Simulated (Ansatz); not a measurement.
System: 1T (CdI2-type) MnBr2. Method: PBEsol (Ansatz, a quantum-chemistry and plane-wave program, plane waves, PAW).

Run with plane-wave cutoff 500 eV, 12×12×6 k mesh (along the axes of the cell as run), gaussian smearing 0.02 eV, spin-polarised start, scalar-relativistic PAW data made under PBE.

Cell (relaxed at this level):

Space group P-3m1 (No. 164); a = 3.800 Å, b = 3.800 Å, c = 6.546 Å, α = 90.00°, β = 90.00°, γ = 120.00°

| atom | site | symmetry | x | y | z |
|---|---|---|---|---|---|
| Mn | 1a | -3m. | 0.0000 | 0.0000 | 0.0000 |
| Br | 2d | 3m. | 0.3333 | 0.6667 | 0.2290 |

Task: Predict the band gap.

Result: 
band gap: 1.28 eV (on the SCF k mesh)

Note: the magnetic order was assumed, not searched for or taken from measurement; the cell comes from a level without a dispersion term, which matters for the spacing of layers, chains or molecules; the cell has widely spaced layers and the level no dispersion term, so their spacing and the moduli can rest on weak binding.

Spin–orbit coupling is not included.

The computed numbers hold no vibrational or temperature effects.
